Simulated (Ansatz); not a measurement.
## MgSe: pressure 1.5 GPa

The reference is MgSe in the rock salt structure (space group Fm-3m, No. 225; a = 5.508 Å).

It is then changed as follows: a hydrostatic pressure of 1.5 GPa.

Method: Kohn–Sham DFT with the PBE functional, run in Ansatz (a first-principles code) with PAW and 420 eV plane waves, no SOC, earlier PAW set. k-mesh 10×10×10 (Γ-centred); smearing 0.05 eV (Fermi–Dirac).

The volume per atom falls by 0.49 Å³ to 20.40 Å³ and the density goes up by 0.10 g/cm³ (4.10 g/cm³ → 4.20 g/cm³). The lattice parameter a falls by 0.043 Å, from 5.508 Å to 5.465 Å and the shortest interatomic distance drops by 0.0216 Å (2.754 Å → 2.733 Å). The enthalpy H = E + PV relative to the base's energy is +0.19 eV/atom and the band gap increases by 0.04 eV, from 1.77 eV to 1.81 eV. The gap character is still indirect, Γ → X and the mean gap deformation potential ΔEg/Δln V amounts to -1.7 eV. The width of the top valence band goes up by 0.07 eV (2.45 eV → 2.52 eV) and the electron mass is still 0.48 mₑ along k, 0.24 mₑ across (at X). The hole mass (degenerate bands, along [100]) becomes 0.16, 0.80, 0.80 mₑ (at Γ) (base: 0.16, 0.82, 0.82 mₑ (at Γ)) and the valley order (the lowest conduction-band minima on the path, energy above the VBM, named in the base's zone) goes from X along ⟨100⟩ 1.77 eV; Γ 2.40 eV to X along ⟨100⟩ 1.81 eV; Γ 2.55 eV.

Final structure:

```
MgSe
1.0
    0.00000     2.73258     2.73258
    2.73258     0.00000     2.73258
    2.73258     2.73258     0.00000
Se Mg
1 1
Direct
  0.00000   0.00000   0.00000
  0.50000   0.50000   0.50000
```

Load acts through the strain it causes; cell and atoms are relaxed under it. Masses are band curvatures over ±0.01 Å⁻¹ around the edge. Along k means along the line from Γ to the band edge. Whether these cells are dynamically stable was not tested.
